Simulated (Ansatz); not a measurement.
System: AlB2-type MgB2. Method: r²SCAN+rVV10 (Ansatz, an electronic-structure program, plane waves, PAW).

Numerical settings: plane-wave cutoff 500 eV, 18×18×12 k mesh (along the axes of the cell as run), Fermi–Dirac smearing 0.05 eV, scalar-relativistic PAW data made under PBE.

Computed at the level's own relaxed cell.

Q: What does this level give for the volume per atom, lattice parameter a and c axis length?

A: 
volume per atom: 9.51 Å³/atom
lattice parameter a: 3.068 Å
c axis length: 3.502 Å

Measured, for comparison: lattice constant a 3.083 Å, lattice parameter c 3.521 Å (300 K, not corrected to a static lattice; as tabulated in Loa et al. (2002), arXiv:cond-mat/0206051). Computed (rounded) less measured: lattice constant a -0.5 %, lattice parameter c -0.5 %. A static lattice is as a rule a little smaller and stiffer than an uncorrected measurement, which narrows the difference in the lattice constant a, lattice parameter c and would widen misses of the other sign.

Static lattice: no zero-point or thermal effects.

It cost very roughly 28 core-seconds of CPU time.
